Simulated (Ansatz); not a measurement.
Results of HSE06 (plane waves, PAW; Ansatz, a quantum-chemistry and plane-wave program) for antifluorite Be2C.

Run with plane-wave cutoff 460 eV, 10×10×10 k mesh, Fermi–Dirac smearing 0.01 eV, scalar-relativistic PAW data made under PBE.

Computed at the level's own relaxed cell.

### Question
Give the computed volume per atom, band gap, smallest direct gap on the k points sampled and equilibrium lattice constant a.

### Answer

- volume per atom: 6.65 Å³/atom
- band gap: 1.92 eV (on the SCF k mesh) (indirect)
- smallest direct gap on the k points sampled: 5.17 eV
- equilibrium lattice constant a: 4.306 Å

Measured, for comparison: equilibrium volume per atom 6.81 Å³/atom, lattice constant a 4.34 ± 0.002 Å (temperature not stated, no zero-point or thermal correction; as tabulated in Freccero, Grin, Wagner, Dalton Trans. (2023), ESI). Computed (rounded) less measured: equilibrium volume per atom -2.3 %, lattice constant a -0.8 %. A static lattice is as a rule a little smaller and stiffer than an uncorrected measurement, which narrows the difference in the lattice constant a and would widen misses of the other sign.

Computed values are for the static lattice.
